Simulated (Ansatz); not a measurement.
The reference is TiAs in the CsCl type structure (space group Pm-3m, No. 221; a = 3.194 Å; a hypothetical phase, not in the database extracts checked).

(Cell as relaxed with PBE.)

Levels (all Ansatz, a first-principles code, PAW): PBE (420 eV, no SOC); PBEsol (420 eV, no spin-orbit coupling).

Each level relaxes its own structure.

```tsv
quantity	PBE	PBEsol
volume per atom	16.30 Å³	15.64 Å³
lattice parameter a	3.194 Å	3.151 Å
band gap	zero	zero
```

PBE's volume per atom lies 0.66 Å³ above PBEsol's (4.2 %); PBE's lattice parameter a lies 0.0437 Å above PBEsol's (1.4 %); the two agree on the band gap. Neither level is exact; PBEsol is the comparison here, not a measurement.

No phonon test of stability was made. All final runs are without spin polarisation. An odd electron count without spin: TiAs. TiAs has a high density of states at the Fermi level and may be magnetic at this level.
